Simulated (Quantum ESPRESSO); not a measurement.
Worked example: self-consistent single point of GaN (P6_3mc, 4 atoms in the cell) in Quantum ESPRESSO.

Level of theory: PBE, spin-orbit coupling, PseudoDojo fully relativistic norm-conserving (PBE) pseudopotentials (plane waves; Quantum ESPRESSO 7.5).

```
CELL_PARAMETERS angstrom
      3.13759     0.00000     0.00000
     -1.56879     2.71723     0.00000
      0.00000     0.00000     5.10876
ATOMIC_POSITIONS crystal
  Ga 0.66667 0.33333 0.49908
  Ga 0.33333 0.66667 0.99908
  N  0.66667 0.33333 0.87592
  N  0.33333 0.66667 0.37592
```

Reference input (self-consistent single point, DFT, PBE, plane waves, GBRV 1.5 ultrasoft (PBE) pseudopotentials): ecutwfc = 50 Ry; ecutrho = 250 Ry; occupations = smearing; smearing = fermi-dirac; degauss = 0.0036749 Ry; potentials = {Ga: ga_pbe_v1.4.uspp.F.UPF, N: n_pbe_v1.2.uspp.F.UPF}; K_POINTS = automatic 6 6 4 0 0 0; conv_thr = 1e-10 Ry; mixing_beta = 0.3. This run's input differs from it in these lines:

```diff
@@ -15,4 +15,3 @@
    ntyp = 2
-   ecutwfc = 50
-   ecutrho = 250
+   ecutwfc = 85
    occupations = 'smearing'
@@ -20,2 +19,4 @@
    degauss = 0.0036749
+   noncolin = .true.
+   lspinorb = .true.
 /
@@ -26,4 +27,4 @@
 ATOMIC_SPECIES
-Ga    69.7230  ga_pbe_v1.4.uspp.F.UPF
-N     14.0070  n_pbe_v1.2.uspp.F.UPF
+Ga    69.7230  Ga.upf
+N     14.0070  N.upf
 ATOMIC_POSITIONS {crystal}
```

The program printed (abridged):

```
     Self-consistent Calculation

     iteration #  1     ecut=    85.00 Ry     beta= 0.30

---- Real-time Memory Report at c_bands before calling an iterative solver
           190 MiB given to the printing process from OS
           160 MiB allocation reported by mallinfo(arena+hblkhd)
------------------

     total energy              =    -347.32069783 Ry
     estimated scf accuracy    <       1.06650129 Ry

     iteration #  2     ecut=    85.00 Ry     beta= 0.30

---- Real-time Memory Report at c_bands before calling an iterative solver
           227 MiB given to the printing process from OS
   [... lines left out ...]

---- Real-time Memory Report at c_bands before calling an iterative solver
           257 MiB given to the printing process from OS
           228 MiB allocation reported by mallinfo(arena+hblkhd)
------------------

     total energy              =    -347.46121716 Ry
     estimated scf accuracy    <          6.4E-10 Ry

     iteration # 13     ecut=    85.00 Ry     beta= 0.30

---- Real-time Memory Report at c_bands before calling an iterative solver
           257 MiB given to the printing process from OS
           228 MiB allocation reported by mallinfo(arena+hblkhd)
------------------
     End of self-consistent calculation

     the Fermi energy is    12.5878 ev

!    total energy              =    -347.46121716 Ry
     estimated scf accuracy    <          1.0E-11 Ry
     smearing contrib. (-TS)   =      -0.00000000 Ry
     internal energy E=F+TS    =    -347.46121716 Ry

     convergence has been achieved in  13 iterations

     Forces acting on atoms (cartesian axes, Ry/au):

     atom    1 type  1   force =    -0.00000000   -0.00000000    0.00064611
     atom    2 type  1   force =     0.00000000   -0.00000000    0.00064611
     atom    3 type  2   force =     0.00000000   -0.00000000   -0.00064611
     atom    4 type  2   force =     0.00000000   -0.00000000   -0.00064611

     Total force =     0.001292     Total SCF correction =     0.000001

          total   stress  (Ry/bohr**3)                   (kbar)     P=      160.00
   0.00108904  -0.00000000   0.00000000          160.20       -0.00        0.00
  -0.00000000   0.00108904   0.00000000           -0.00      160.20        0.00
  -0.00000000  -0.00000000   0.00108499           -0.00       -0.00      159.61

   JOB DONE.
```

The run converged in 13 iterations. Against the reference run the pressure goes from 15.78 to 16.00 GPa, the largest force stays at 0.017 eV/Å and the gap on the mesh goes from 2.248 to 2.269 eV.

The starting cell comes from a database of computed structures (which also holds hypothetical and non-ambient phases and stackings), without a prior relaxation at this level. Its lattice was rescaled by a random factor within 2.5 % of one. With a pressure of about 16 GPa the cell is away from its equilibrium volume at this level.

Cost on one core of a shared machine: roughly 3 min.
